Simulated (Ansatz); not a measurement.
**A constructed model of the (111)B surface of zinc-blende AlP, P-terminated, 2x2 In adatom at T4 (bottom of the slab: 3 H on 4 bottom sites)**

All values below come from PBE (plane waves to 420 eV, PAW; Ansatz, a first-principles code).

Slab: 44 atoms, 17.0 Å thick at the start with caps and adatoms; k 3x3x1, smearing 0.025 eV, dipole-corrected; 8 atoms held, the rest relaxed; start symmetry kept, larger cells not searched; no spin, no spin-orbit, no U. In PBE it lies 0.05 eV a 1x1 cell over the lowest computed structure of the same composition (2x2 In adatom at H3).

| Item | Value |
|---|---|
| gap of the slab on its k-mesh | 0.56 eV |
| highest filled level below the top vacuum level | 4.81 eV |
| energy released by relaxation | 1.25 eV |
| cost | very roughly 8 core-minutes |
